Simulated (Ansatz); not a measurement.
Take W in the bcc (W type) structure (space group Im-3m, No. 229; a = 3.1688 Å; relaxed with 0.1 eV smearing) as the base. Axes: x, y, z lie along the cube axes.

Level of theory: r2SCAN (Ansatz, a first-principles code), no SOC.

Now apply this change: a pure shear with ε_xz = ε_zx = 0.0232; the atoms relax in the strained cell.

Task: Predict the stress tensor and what it implies for the stiffness.

Result: Stress of the strained cell less that of the base (GPa, compression positive):
```
    0.4     0.0    -7.1
    0.0     0.7     0.0
   -7.1     0.0     0.4
```

Then −Δσ/γ with γ = 2ε = 0.0464 gives secant stiffness values (nonlinear terms included at this strain): C55 ≈ 153 GPa.

As a check, the harmonic strain energy −½ V₀ Δσ:ε is 16 meV/atom; the computed energy rise is 16 meV/atom.

No phonon test of stability was made. All final runs are without spin polarisation.
